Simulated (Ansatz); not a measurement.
# Effect of isotropic strain +0.50 % on InSb

The reference is InSb in the zinc blende structure (space group F-43m, No. 216; a = 6.450 Å).

The change: the cell is scaled by 1.0050 in all directions, atoms relaxed at fixed cell.

Calculations: Ansatz (a first-principles code), LDA, PAW, cutoff 420 eV, spin-orbit coupling left out. Settings: 13×13×13 k-points, 0.05 eV Fermi–Dirac smearing.

| quantity | base | changed | shift |
|---|---|---|---|
| space group | F-43m (No. 216) | F-43m (No. 216) | – |
| shortest interatomic distance | 2.793 Å | 2.807 Å | +0.014 Å |
| energy relative to the base (free energy F) | 0 meV/atom | +1.1 meV/atom | +1.1 meV/atom |
| band gap | zero | zero | – |

With Sb present, leaving out spin-orbit coupling can change the band edges. Stability against distortions was not tested. All final runs are without spin polarisation. A zero or small gap of InSb can be the functional's error rather than a property of the material.
